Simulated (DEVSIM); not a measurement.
Structure: abrupt Si n-p junction, at 300 K.

| layer (left to right) | material | thickness (μm) | Nd (cm⁻³) | Na (cm⁻³) | τn (s) | τp (s) |
|---|---|---|---|---|---|---|
| 1 | Si | 16.0 | 8e16 | - | 2.4e-5 | 2.4e-5 |
| 2 | Si | 260 | - | 4.3e14 | 2.4e-5 | 2.4e-5 |

Left contact: ohmic. Right contact: ohmic. Voltage is applied to the left contact. Recombination: SRH at mid-gap, radiative. Mobility is μmin + (μ − μmin)/(1 + (N/Nref)^α).

The device is made up for the run: typed textbook-type constants, with dimensions and the other settings drawn at random. Values at 300 K.

```csv
parameter,Si
gap (eV),1.124
affinity (eV),4.05
permittivity,11.7
Nc (cm⁻³),2.86e19
Nv (cm⁻³),3.1e19
μn (cm²/Vs),1417
μp (cm²/Vs),470
"μn,min",52
"μp,min",45
"Nref,n",9.7e16
"Nref,p",2.2e17
αn,0.68
αp,0.72
B (cm³/s),4.7e-15
```

Simulated with DEVSIM: 1D drift-diffusion, Boltzmann statistics, complete ionisation; no tunnelling, impact ionisation, image-force lowering or self-heating.

The doping Na of layer 2 was swept, all else fixed.

```
doping Na of layer 2 (cm^-3)  dark forward voltage at 1 A/cm² (V)  largest field in the device at zero bias (V/cm)  potential step across the device at zero bias (V)
----------------------------  -----------------------------------  -----------------------------------------------  -------------------------------------------------
1.3e13                                                      0.707                                            15000                                              0.592
4.3e13                                                      0.685                                            16000                                              0.623
1.3e14                                                      0.673                                            16000                                              0.652
4.3e14                                                      0.668                                                ?                                              0.683
1.3e15                                                      0.671                                            20000                                              0.711
4.3e15                                                      0.683                                            31000                                              0.742
1.3e16                                                      0.696                                            50000                                              0.771
```

**Question.** What belongs in the gaps?

**Answer.** 
- 4.3e14, largest field in the device at zero bias (V/cm): 17000
